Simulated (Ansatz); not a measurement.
Start from CeO₂ in the CdI2 type structure (space group P-3m1, No. 164; a = 3.594 Å, c = 4.410 Å; a hypothetical phase, not in the database extracts checked).

Level of theory: r2SCAN+rVV10 in Ansatz (plane waves to 500 eV, PAW, no SOC).

Base values:

The band gap is 2.52 eV and the width of the top valence band is 0.57 eV. The smallest direct gap is 2.67 eV and the density is 5.79 g/cm³.

One thing is altered: cell and atoms relaxed at a pressure of 7.5 GPa.

Q: Estimate the effect on the band gap, width of the top valence band, smallest direct gap and density.

A: The band gap drops by 0.22 eV to 2.30 eV; the width of the top valence band goes up by 0.51 eV (0.57 eV → 1.08 eV); the smallest direct gap decreases by 0.21 eV to 2.46 eV; the density goes up by 0.974 g/cm³, from 5.79 g/cm³ to 6.77 g/cm³.

Load acts through the strain it causes; cell and atoms are relaxed under it. Stability against distortions was not tested. No other phases were tried under pressure. Seeded moments were not kept for the base. All final runs are without spin polarisation.

Ansatz is an electronic-structure program.
